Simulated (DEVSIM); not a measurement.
Structure: Cr/Al2O3/p-Si capacitor, at 250 K.

```csv
layer (left to right),material,thickness (nm),Na (cm⁻³)
1,Al2O3,8.90,-
2,Si,840,4.7e17
```

Metal gate on the left, work function 4.5 eV. Fixed charge at the semiconductor interface -2.67e12 cm⁻² (in units of +e); no interface traps.

The device is made up for the run: typed textbook-type constants, with dimensions and the other settings drawn at random. Values at 300 K; Nc and Nv go as T^1.5, mobilities as T to minus their exponent, the gap by Varshni's rule with the affinity fixed.

| parameter | Al2O3 | Si |
|---|---|---|
| gap (eV) | 6.8 | 1.124 |
| affinity (eV) | 1.35 | 4.05 |
| permittivity | 9 | 11.7 |
| Nc (cm⁻³) | - | 2.86e19 |
| Nv (cm⁻³) | - | 3.1e19 |
| Varshni α (eV/K) | - | 0.000473 |
| Varshni β (K) | - | 636 |

Simulated with DEVSIM: 1D Poisson equation in equilibrium, Boltzmann statistics, complete ionisation; no quantum confinement or tunnelling. Metal contacts follow the ideal Schottky-Mott rule: no Fermi-level pinning, no interface dipoles.

Give the band bending (positive: bands bend down) and minority sheet density.


```json
[
 {"Vg (V)": "-0.6", "ψs (V)": "-0.080", "minority carriers (cm⁻²)": "< 1e8"},
 {"Vg (V)": "-0.3", "ψs (V)": "-0.042", "minority carriers (cm⁻²)": "< 1e8"},
 {"Vg (V)": "0", "ψs (V)": "0.049", "minority carriers (cm⁻²)": "< 1e8"},
 {"Vg (V)": "0.3", "ψs (V)": "0.225", "minority carriers (cm⁻²)": "< 1e8"},
 {"Vg (V)": "0.6", "ψs (V)": "0.439", "minority carriers (cm⁻²)": "< 1e8"},
 {"Vg (V)": "0.9", "ψs (V)": "0.669", "minority carriers (cm⁻²)": "< 1e8"},
 {"Vg (V)": "1.2", "ψs (V)": "0.908", "minority carriers (cm⁻²)": "1.7e9"},
 {"Vg (V)": "1.5", "ψs (V)": "1.044", "minority carriers (cm⁻²)": "7.6e11"}
]
```
